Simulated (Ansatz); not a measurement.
Consider ZrO2 (space group P4_2/nmc, No. 137; a = 3.621 Å, c = 5.284 Å). Axes: x, y, z lie along a, b, c of the conventional cell.

One thing is altered: uniaxial stress, 5 GPa tension along z; all other stress components relax to zero.

Levels (all Ansatz, a program for electronic structure, PAW, earlier PAW set): PBE (420 eV, no spin-orbit coupling); r2SCAN (500 eV, spin-orbit coupling left out); HSE06 (420 eV, no spin-orbit coupling).

At the geometry relaxed with PBE, these levels gave the following band gaps, in shuffled order: (a) 4.14 eV, (b) 4.67 eV, (c) 5.75 eV.

Q: Match each gap to its level.

A: (a) PBE; (b) r2SCAN; (c) HSE06.

Single points use the geometry relaxed with PBE. The hybrid gap comes from the SCF mesh plus the semilocal run's edge points and a few special points and is an upper bound. Load acts through the strain it causes; cell and atoms are relaxed under it. Beyond what the load breaks, stability against distortions was not tested. This is not the structure that ZrO2 has at room temperature and ambient pressure.
